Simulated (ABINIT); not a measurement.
Input and output of a self-consistent single point for Ca₂H₃Br (P1, 6 atoms in the cell) (ABINIT).

Level of theory: PBEsol, norm-conserving pseudopotentials (PseudoDojo nc-sr-04 PBEsol standard) (plane waves; ABINIT 10.0.3).

The change in words: lattice scaled by 0.98. Reference geometry:
```
Ca2H3Br
1.0
    3.90294     0.00000     0.00000
   -1.95147     3.38004     0.00000
    0.00000     0.00000     6.85353
Ca H Br
2 3 1
Cartesian
  1.98010   1.14401   1.26589
  0.01718   2.26733   5.58472
  1.91772   1.10153   5.83289
 -0.02111   2.25167   1.02805
  0.00076  -0.00317  -0.01563
  0.00829  -0.00128   3.43790
```

Reference input (self-consistent single point, DFT, PBEsol, plane waves, norm-conserving pseudopotentials (PseudoDojo nc-sr-04 PBEsol standard)): pseudos = [Ca.upf, H.upf, Br.upf]; ecut = 36 Ha; occopt = 3; tsmear = 0.01 eV; ngkpt = 6 6 3; nshiftk = 1; shiftk = 0 0 0; potentials = PseudoDojo nc-sr-04 PBEsol standard; nband = 21; kptopt = 1; nstep = 60; tolvrs = 1e-11. This run's input differs from it in these lines:

```diff
@@ -5,5 +5,5 @@
 rprim
-         3.9029400000    0.0000000000    0.0000000000
-        -1.9514700000    3.3800450000    0.0000000000
-         0.0000000000    0.0000000000    6.8535300000
+         3.8248810000    0.0000000000    0.0000000000
+        -1.9124410000    3.3124440000    0.0000000000
+         0.0000000000    0.0000000000    6.7164590000
 natom 6
@@ -13,8 +13,8 @@
 xcart
-         1.9800961134    1.1440066507    1.2658881122
-         0.0171807419    2.2673341860    5.5847222840
-         1.9177212778    1.1015296251    5.8328886053
-        -0.0211110025    2.2516710575    1.0280500606
-         1.9522252189    3.3768711377    6.8379039516
-        -1.9431762525    3.3787673430    3.4379019862
+         1.9404939205    1.1211264838    1.2405702761
+         0.0168367908    2.2219874352    5.4730275124
+         1.8793665910    1.0794990000    5.7162304928
+        -0.0206891144    2.2066375697    1.0074889994
+         1.9131801149    3.3093336151    6.7011454735
+        -1.9043131277    3.3111918962    3.3691437459
       Angstrom
```

Output, abridged:

```
--- !BeginCycle
solver: {iscf: 7, nstep: 60, nline: 4, wfoptalg: 0, }
tolerances: {tolvrs: 1.00E-11, }
...

     iter   Etot(hartree)      deltaE(h)  residm     vres2
 ETOT  1  -94.834956085464    -9.483E+01 8.663E-02 1.454E+03
 ETOT  2  -94.934149096433    -9.919E-02 1.127E-02 2.694E+02
 ETOT  3  -94.940074556947    -5.925E-03 5.756E-03 6.901E+01
 ETOT  4  -94.941982859964    -1.908E-03 5.138E-03 1.424E+00
 ETOT  5  -94.942048297865    -6.544E-05 3.326E-03 1.906E-01
   [... 4 lines left out ...]
 ETOT 10  -94.942058389347    -7.628E-11 2.138E-03 5.756E-09
 ETOT 11  -94.942058389353    -6.025E-12 8.079E-04 1.001E-09
 ETOT 12  -94.942058389352     9.948E-14 1.814E-03 2.563E-10
 ETOT 13  -94.942058389354    -1.151E-12 3.930E-04 4.579E-12
 At SCF step   13       vres2   =  4.58E-12 < tolvrs=  1.00E-11 =>converged.

 Cartesian components of stress tensor (hartree/bohr^3)
  sigma(1 1)= -3.49869236E-05  sigma(3 2)=  8.80995538E-07
  sigma(2 2)= -3.47741048E-05  sigma(3 1)=  1.50339409E-06
  sigma(3 3)= -2.42880154E-05  sigma(2 1)= -3.26648398E-06

 ----iterations are completed or convergence reached----

 reduced coordinates (array xred) for    6 atoms
       0.676564000010      0.338459000001      0.184706000007
       0.339802000010      0.670800000000      0.814867999998
       0.654298999980      0.325891999986      0.851078000000
       0.327674000003      0.666165999999      0.150003000003
       0.999723999991      0.999061000005      0.997720000003
       0.001936000001      0.999622000010      0.501625000004
 cartesian forces (eV/Angstrom) at end:
   [... lines left out ...]
 Fermi (or HOMO) energy (eV) =   6.90214   Average Vxc (eV)=  -9.76515
   [... lines left out ...]
total_energy        : -9.49420583893536E+01
total_energy_eV     : -2.58350479529123E+03
band_energy         : -1.21440404599355E+01
...

-Cartesian components of stress tensor (GPa)         [Pressure=  9.2234E-01 GPa]
- sigma(1 1)= -1.02935066E+00  sigma(3 2)=  2.59197793E-02
- sigma(2 2)= -1.02308931E+00  sigma(3 1)=  4.42313737E-02
- sigma(3 3)= -7.14577963E-01  sigma(2 1)= -9.61032603E-02

 Calculation completed.
```

The run converged in 13 iterations. Against the reference run the free energy goes down by 2.8 meV/atom, the pressure goes from -1.83 to 0.92 GPa, the largest force goes from 0.188 to 0.241 eV/Å and the gap on the mesh goes from 1.625 to 1.640 eV.

The starting cell comes from a database of computed structures (which also holds hypothetical and non-ambient phases and stackings), without a prior relaxation at this level. Its atoms were displaced at random from the sites of space group no. 164. For this run, on top of that: lattice scaled by 0.98.

Cost on one core of a shared machine: roughly 5 min.
